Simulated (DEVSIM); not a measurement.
Device: GaAs n-i-p diode, at 400 K.

Layer 1 from the left is GaAs, thickness (μm) 1.50, Nd (cm⁻³) 3.4e17, τn (s) 5.7e-9, τp (s) 5.7e-9. Layer 2 from the left is GaAs, thickness (μm) 0.200, Na (cm⁻³) 1.6e11, τn (s) 5.7e-9, τp (s) 5.7e-9. Layer 3 from the left is GaAs, thickness (μm) 1.30, Na (cm⁻³) 1.2e17, τn (s) 5.7e-9, τp (s) 5.7e-9.

Left contact: ohmic. Right contact: ohmic. Voltage is applied to the left contact. Recombination: SRH at mid-gap, radiative, Auger. Mobility is μmin + (μ − μmin)/(1 + (N/Nref)^α).

Constants are typed, rounded textbook-type inputs, not results; the design itself was drawn at random and stands for no fabricated device. Values at 300 K; Nc and Nv go as T^1.5, mobilities as T to minus their exponent, the gap by Varshni's rule with the affinity fixed.

GaAs: gap (eV) 1.424, affinity (eV) 4.07, permittivity 12.9, Nc (cm⁻³) 4.7e17, Nv (cm⁻³) 9e18, μn (cm²/Vs) 8500, μp (cm²/Vs) 400, μn,min 500, μp,min 20, Nref,n 6e16, Nref,p 1.5e17, αn 0.39, αp 0.38, T exponent of μn 2.1, T exponent of μp 2.2, B (cm³/s) 2e-10, Cn (cm⁶/s) 1e-30, Cp (cm⁶/s) 1e-30, Varshni α (eV/K) 0.000541, Varshni β (K) 204.

Simulated with DEVSIM: 1D drift-diffusion, Boltzmann statistics, complete ionisation; no tunnelling, impact ionisation, image-force lowering or self-heating.

Task: What does the simulation give for the dark forward voltage at 100 A/cm², the dark forward voltage at 1 A/cm², the potential step across the device at zero bias?

Result: dark forward voltage at 100 A/cm² 0.986 V; dark forward voltage at 1 A/cm² 0.823 V; potential step across the device at zero bias 1.188 V.
